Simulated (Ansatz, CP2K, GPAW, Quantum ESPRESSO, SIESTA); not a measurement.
## One structure in several programs: ScZnPd (P1, 6 atoms in the cell)

Self-consistent single point, at a second geometry (atoms moved at random). First geometry:

```
ScZnPd
1.0
    2.14653    -4.55886     0.00000
    2.14653     4.55886     0.00000
    0.00000     0.00000     5.25138
Sc Zn Pd
2 2 2
Direct
  0.70683   0.29317   0.75000
  0.29317   0.70683   0.25000
  0.00000   0.00000   0.00000
  0.00000   0.00000   0.50000
  0.40354   0.59646   0.75000
  0.59646   0.40354   0.25000
```

Second geometry:
```
CELL_PARAMETERS angstrom
      2.14653    -4.55886     0.00000
      2.14653     4.55886     0.00000
      0.00000     0.00000     5.25138
ATOMIC_POSITIONS crystal
  Sc 0.69362 0.29926 0.74597
  Sc 0.28906 0.69999 0.24724
  Zn 0.98814 0.99487 0.98439
  Zn 0.99842 0.98956 0.50329
  Pd 0.41644 0.60568 0.76192
  Pd 0.61432 0.41063 0.25718
```

Shared settings, as Ansatz (a program for electronic structure) writes them: kpoints.mp_grid.grid = 5 5 4; scf.occupations.method = gaussian; scf.occupations.width = 0.05 eV. Potentials and cutoffs stand in the table.

```json
[
 {"code": "Quantum ESPRESSO", "model": "PBEsol, GBRV 1.5 ultrasoft (PBESOL) pseudopotentials", "ΔF from the first geometry (meV/atom)": "24.9", "pressure (GPa)": "-2.39", "largest force (eV/Å)": "0.899", "cutoff": "50 Ry"},
 {"code": "Ansatz", "model": "PBEsol, PAW files made with PBE", "ΔF from the first geometry (meV/atom)": "24.8", "pressure (GPa)": "-2.18", "largest force (eV/Å)": "0.889", "cutoff": "default"},
 {"code": "CP2K", "model": "PBEsol, GPW, DZVP-MOLOPT-SR-GTH basis, GTH-PBE potentials (GTH_POTENTIALS)", "ΔF from the first geometry (meV/atom)": "25.1", "pressure (GPa)": "-1.59", "largest force (eV/Å)": "0.921", "cutoff": "grid 600 Ry"},
 {"code": "SIESTA", "model": "GGA PBEsol, numerical atomic orbitals DZP, PseudoDojo PBEsol standard norm-conserving potentials (rewritten from UPF to PSML)", "ΔF from the first geometry (meV/atom)": "27.5", "pressure (GPa)": "-5.56", "largest force (eV/Å)": "1.112", "cutoff": "grid 350 Ry"},
 {"code": "GPAW", "model": "PBEsol, GPAW PAW datasets PBEsol (made by gpaw-setup)", "ΔF from the first geometry (meV/atom)": "25.1", "pressure (GPa)": "-2.00", "largest force (eV/Å)": "0.894", "cutoff": "800 eV"}
]
```

Size of the force on each atom (eV/Å): Sizes of forces hide their directions.

```csv
code,Sc1,Sc2,Zn3,Zn4,Pd5,Pd6
Quantum ESPRESSO,0.691,0.262,0.899,0.481,0.875,0.672
Ansatz,0.683,0.260,0.889,0.475,0.856,0.674
CP2K,0.719,0.273,0.836,0.447,0.921,0.688
SIESTA,0.724,0.257,1.112,0.623,0.951,0.713
GPAW,0.704,0.267,0.894,0.479,0.871,0.684
```

On Ansatz's run: spin polarisation is off.

The spread over the programs that give each value: ΔF from the first geometry within 2.7 meV/atom; pressure within 3.97 GPa; largest force within 0.223 eV/Å.

CP2K and SIESTA use small atom-centred bases, whose incompleteness enters pressures, forces and empty levels differently from a plane-wave cutoff. Ansatz's pressure is given at a fixed set of plane waves, as the other plane-wave codes print theirs; with its correction for the finite basis it is -2.14 GPa. In the pressure, SIESTA (by 3.38) lies more than 1 GPa from the median of the plane-wave programs. In the force vectors, CP2K (by 0.115) and SIESTA (by 0.230) lie more than 0.08 eV/Å from the median of the plane-wave programs.

The starting cell comes from a database of computed structures (which also holds hypothetical and non-ambient phases and stackings), without a prior relaxation at this level. For this run, on top of that: atoms moved at random.

Keys are those of Ansatz 0.2.
